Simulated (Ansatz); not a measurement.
System: ScPt₃C (model structure, started from the Ni3MgC type, Pm-3m, No. 221, 5 atoms in the cell). Method: PBEsol (Ansatz, a first-principles code, PAW).

Input:

Ansatz 0.2 input:
```yaml
crystal:
  lattice:
    - [4.2168751079, 0.0, 0.0]
    - [0.0, 4.2168751079, 0.0]
    - [0.0, 0.0, 4.2168751079]
  atoms:
    - { symbol: Sc, position: [0.0, 0.0, 0.0] }
    - { symbol: Pt, position: [0.0, 0.5, 0.5] }
    - { symbol: Pt, position: [0.5, 0.0, 0.5] }
    - { symbol: Pt, position: [0.5, 0.5, 0.0] }
    - { symbol: C, position: [0.5, 0.5, 0.5] }
basis:
  ecutwfc: 520
  ecutrho_ratio: 4
  xc_grid: 2
kpoints:
  mp_grid: { grid: [14, 14, 14] }
hamiltonian:
  xc: pbesol
  dispersion: none
  pseudopotentials: { kind: paw }
scf:
  occupations: { method: fermi_dirac, width: 0.05 }
output:
  forces: true
  stress: true
  eigenvalues: true
relax:
  f_tol: 0.004
  escape_saddle: false
  max_steps: 80
```

The run printed, among other lines:

```
WARN output.stress: scf.convergence.dr2_threshold = 1e-7 eV (the SCF's general default) is looser than the 5e-10 eV advised for a printed stress (1e-10 eV for …
Relaxation: its limit of steps is 80 (relax.max_steps)
Crystal: 5 atoms, lattice volume = 74.985 Å³
Basis set: ecut = 520 eV, 2007 PW (Γ), exchange–correlation on 64×64×64 points (8 copies of the dense FFT grid, shifted against one another)
Bands: 42, of which v1, the nominal top of the filled ones, is band 35 counted from 1 (34 counted from 0)
Symmetry: 48 space group operations
Space group: Pm-3m (ITA 221), of the structure as read, at distance tolerance 4.2e-5 Å
k-points: 120 of 2744
Functional: x = pbesol(κ = 0.804, μ = 0.12345679012345678), c = pbesol(β = 0.046)
SCF iter   1: F=—  HF=-39510.505738 eV  |F-HF|=—  |Δ(HF+E_count)|=         —  Δρ=8.34e-3  dr2=8.32e-2
SCF iter   2: F=—  HF=-39510.493685 eV  |F-HF|=—  |Δ(HF+E_count)|=   1.21e-2  Δρ=4.71e-3  dr2=3.27e-2
  ...
SCF iter   5: F=—  HF=-39510.485753 eV  |F-HF|=—  |Δ(HF+E_count)|=   3.48e-5  Δρ=3.50e-5  dr2=8.75e-7
SCF iter   6: F=-39510.485753 eV  HF=-39510.485753 eV  |F-HF|=2.11e-8  |Δ(HF+E_count)|=   1.49e-8  Δρ=9.24e-6  dr2=7.17e-8
SCF 1 converged in 6 iterations: F = -39510.485753 eV  dr2 = 7.17e-8
relax step   1: F+E_penalty+E_count = -39510.48575303 eV  Δ(F+E_penalty+E_count) = +0.000e0 eV  max|allowed force component| = 3.892e-28 eV/Å  Δτ_max = 0.0000 Å  (6 SCF iters, accepted)
SCF converged after 6 iterations
Free energy (F): -39510.485753 eV
Internal energy: -39510.451918 eV  (E = F + TS)
E sigma→0 (E₀):  -39510.468835 eV
Fermi energy:    18.537096 eV
--- Forces (eV/Å), atoms counted from 1 ---
  atom   1  Sc    -0.00000000     0.00000000    -0.00000000
  atom   2  Pt     0.00000000     0.00000000    -0.00000000
  atom   3  Pt    -0.00000000    -0.00000000     0.00000000
  atom   4  Pt     0.00000000    -0.00000000    -0.00000000
  atom   5  C      0.00000000    -0.00000000    -0.00000000
--- Stress (GPa, compression-positive) ---
       -4.122003      -0.000000       0.000000
       -0.000000      -4.122003       0.000000
       -0.000000       0.000000      -4.122003
  P = ⅓ Tr σ = -4.1220 GPa (-41.220 kbar)
```

The cell is one volume of an energy–volume scan, off the minimum.

The PAW data were made under PBE.

Note: the relaxation could raise the start's symmetry but not lower it, so the cell can be a saddle point.

The result took around 30 core-seconds (rough).

A model structure was made by putting elements into a prototype or built by hand; it is no filed structure, need not be a known phase, and can be a saddle point held by its symmetry.
